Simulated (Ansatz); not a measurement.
**A computed series for ZrS2: response to strain**

Consider ZrS2 in the CdI2 type structure (space group P-3m1, No. 164; a = 3.635 Å, c = 5.720 Å; layered, stacked along the Cartesian z axis). Axes: x lies along a and z along c of the hexagonal cell.

Strains are applied to the cell and any free atomic positions relax; under biaxial strain the out-of-plane vector relaxes too.

The values are results of PBE-D3(BJ)/PAW in Ansatz (a quantum-chemistry and plane-wave program), no SOC, not measurements.

For the base:

```
Item       Result
--------  -------
Band gap  0.66 eV
```

### Question
The aim is a band gap between 0.43 eV and 0.48 eV. Which of these changes reaches it?
A. biaxial strain −0.50 %, plane normal [001], relaxed out of plane
B. biaxial strain +2.00 %, plane normal [001], relaxed out of plane
C. biaxial strain −3.00 %, plane normal [001], relaxed out of plane

### Answer
C, biaxial strain −3.00 %, plane normal [001], relaxed out of plane. It gives 0.45 eV; biaxial strain −0.50 %, plane normal [001], relaxed out of plane gives 0.63 eV; biaxial strain +2.00 %, plane normal [001], relaxed out of plane gives 0.77 eV. Changes not listed may reach it too

Whether these cells are dynamically stable was not tested.
